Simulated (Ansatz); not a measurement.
**A self-consistent single point of LaBi3 (Pm-3m, 4 atoms in the cell) with Ansatz (a quantum-chemistry and plane-wave program)**

Method of the run: LDA (PW92), default PAW files made with PBE (plane waves; Ansatz).

Input as run:

Ansatz 0.2 input:
```yaml
crystal:
  lattice:
    - [4.996725, 0.000000, 0.000000]
    - [0.000000, 4.996725, 0.000000]
    - [0.000000, 0.000000, 4.996725]
  atoms:
    - { symbol: La, position: [0.000000, 0.000000, 0.000000] }
    - { symbol: Bi, position: [0.500000, 0.000000, 0.500000] }
    - { symbol: Bi, position: [0.000000, 0.500000, 0.500000] }
    - { symbol: Bi, position: [0.500000, 0.500000, 0.000000] }
basis:
  ecutwfc: 420.0 eV
kpoints:
  mp_grid: { grid: [7, 7, 7] }
hamiltonian:
  xc: lda
  pseudopotentials: { kind: paw }
scf:
  occupations: { method: gaussian, width: 0.1 eV }
output:
  forces: true
  eigenvalues: true
  stress: true
```

The program printed (abridged):

```
WARN ansatz: RAYON_NUM_THREADS=1 ignored (pool sized by the plan → 1); use --threads N
Pseudopotentials: kind: paw
Pseudopotential: La, paw, valence charge 11
Pseudopotential: Bi, paw, valence charge 15
Crystal: 4 atoms, lattice volume = 124.755 Å³
Basis set: ecut = 420 eV, 2469 PW (Γ)
Bands: 34, of which v1, the nominal top of the filled ones, is band 28 counted from 1 (27 counted from 0)
Symmetry: 48 space group operations
Space group: Pm-3m (ITA 221), of the structure as read, at distance tolerance 5.0e-5 Å
k-points: 20 of 343
PAW frozen core: La, regenerated for the run's functional, and the local potential with it
PAW frozen core: Bi, regenerated for the run's functional, and the local potential with it
Initial density: superposition of atomic densities (neutral atoms: chi_scale 0, normalization atom), corrected by the library's trained network
Initial wavefunctions: pseudopotential atomic-orbital guess
Eigensolver: davidson
Functional: x = slater, c = lda
SCF iter   1: F=—  HF=-42336.164373 eV  |F-HF|=—  |Δ(HF+E_count)|=         —  Δρ=4.57e-3  dr2=1.59e-2  ethr=1.77e-3  ⟨swp⟩=5.9  Hψ=2856  notcnv=0
all-band conjugate gradients solve this SCF's bands
preconditioner: auto → Kerker (q_TF=auto, 2.387 Å⁻¹)
SCF iter   2: F=—  HF=-42336.161327 eV  |F-HF|=—  |Δ(HF+E_count)|=   3.05e-3  Δρ=2.10e-3  dr2=3.22e-3  ethr=2.84e-5  ⟨swp⟩=2.4  Hψ=1506  notcnv=0  defer=21
SCF iter   3: F=—  HF=-42336.160950 eV  |F-HF|=—  |Δ(HF+E_count)|=   3.77e-4  Δρ=6.16e-4  dr2=4.35e-4  ethr=5.76e-6  ⟨swp⟩=2.1  Hψ=835  notcnv=0  defer=21
SCF iter   4: F=—  HF=-42336.160916 eV  |F-HF|=—  |Δ(HF+E_count)|=   3.43e-5  Δρ=1.41e-4  dr2=3.07e-5  ethr=7.76e-7  ⟨swp⟩=2.0  Hψ=901  notcnv=0  defer=21
SCF iter   5: F=—  HF=-42336.160933 eV  |F-HF|=—  |Δ(HF+E_count)|=   1.69e-5  Δρ=4.14e-5  dr2=2.07e-6  ethr=5.48e-8  ⟨swp⟩=2.0  Hψ=1203  notcnv=0  defer=21
SCF iter   6: F=—  HF=-42336.160932 eV  |F-HF|=—  |Δ(HF+E_count)|=   2.82e-7  Δρ=1.07e-5  dr2=1.08e-7  ethr=3.69e-9  ⟨swp⟩=2.0  Hψ=1203  notcnv=0  defer=21
SCF iter   7: F=-42336.160932 eV  HF=-42336.160932 eV  |F-HF|=3.63e-9  |Δ(HF+E_count)|=   1.79e-8  Δρ=2.54e-6  dr2=8.81e-9  ethr=1.79e-10  ⟨swp⟩=10.8  Hψ=3315  notcnv=0
SCF 1 converged in 7 iterations: F = -42336.160932 eV  dr2 = 8.81e-9
SCF converged after 7 iterations
Free energy (F): -42336.160932 eV
Harris-Foulkes:  -42336.160932 eV  (|F-HF|=3.63e-9)
Internal energy: -42336.152086 eV  (E = F + TS)
E sigma→0 (E₀):  -42336.156509 eV
Entropy (-TS):   -0.008847 eV (-2.212 meV/atom)
Fermi energy:    11.878089 eV
--- Per-component energies (eV) ---
  E_band       = -268.882574
  E_kinetic    = 1102.444571
  E_local      = -4589.326359  (includes V_loc(G=0)·N_el)
  E_nonlocal   = 1790.306900
  E_hartree    = 1472.836766
  E_xc         = -590.294898
  E_vxc        = -582.058621  (∫ρ·V_xc dr)
  E_paw        = -36304.047499  (= ΣΔE_a)
  E_vpaw       = -935.924819  (= ΣTr[D̂ρ^β])
  E_aug_tail   = -0.001570  (compensation charges beyond the density's cutoff)
  E_ewald      = -5218.378060
  E_core_change = 0.308062  (= ΣΔE_core)
  E_smearing   = -0.008847  (= −TS)
  E_closure    = 0.000000  (closes the sum)
  Σ components = -42336.160932   (vs F -42336.160932, Δ=0.00e0)
--- Forces (eV/Å), atoms counted from 1 ---
  atom   1  La    -0.00000000    -0.00000000     0.00000000
   [... zero for the other atoms too ...]
  max |Σ_I F_I| component: 1.40e-28 eV/Å
--- Stress (GPa, compression-positive) ---
       -3.471555       0.000000       0.000000
        0.000000      -3.471555       0.000000
        0.000000       0.000000      -3.471555
  P = ⅓ Tr σ = -3.4716 GPa (-34.716 kbar)
  The stress holds the Pulay correction. Without it, at fixed plane waves, as pw.x and ABINIT print it: P = -3.4914 GPa
--- Band table (eV; the first three rows and the last of 20) ---
  k-point 0: bands = ["-21.1908", "-10.7785", "-10.7738", "-10.7738", "-10.7738", "-10.6579", "-10.6579", "-10.6333", "-10.6333", "-10.6132", "-10.6132", "-10.6132", "-10.5617", "-10.5617", "-10.5617", "-10.5151", "-4.8839", "-4.8839", "-4.8839", [...]
  k-point 1: bands = ["-21.1903", "-10.7735", "-10.7728", "-10.7639", "-10.7639", "-10.6628", "-10.6573", "-10.6331", "-10.6284", "-10.6143", "-10.6143", "-10.6141", "-10.5723", "-10.5723", "-10.5617", "-10.5200", "-4.9112", "-4.8782", "-4.8782", [...]
  k-point 2: bands = ["-21.1892", "-10.7705", "-10.7602", "-10.7361", "-10.7361", "-10.6760", "-10.6562", "-10.6323", "-10.6190", "-10.6190", "-10.6164", "-10.6145", "-10.6000", "-10.6000", "-10.5617", "-10.5333", "-4.9703", "-4.8652", "-4.8652", [...]
  k-point 19: bands = ["-21.1855", "-10.7363", "-10.7295", "-10.7295", "-10.6906", "-10.6906", "-10.6835", "-10.6629", "-10.6595", "-10.6539", "-10.6539", "-10.5954", "-10.5954", "-10.5462", "-10.5462", "-10.5396", "-4.9393", "-4.9374", "-4.9374", [...]
```

The run converged in 7 iterations.

The starting cell comes from a database of computed structures (which also holds hypothetical and non-ambient phases and stackings), without a prior relaxation at this level. Its lattice was rescaled by up to half a per cent. Spin-orbit coupling is off. With a pressure of about -3 GPa the cell is away from its equilibrium volume at this level. Ansatz's pressure includes its estimate of the finite-basis (Pulay) stress.
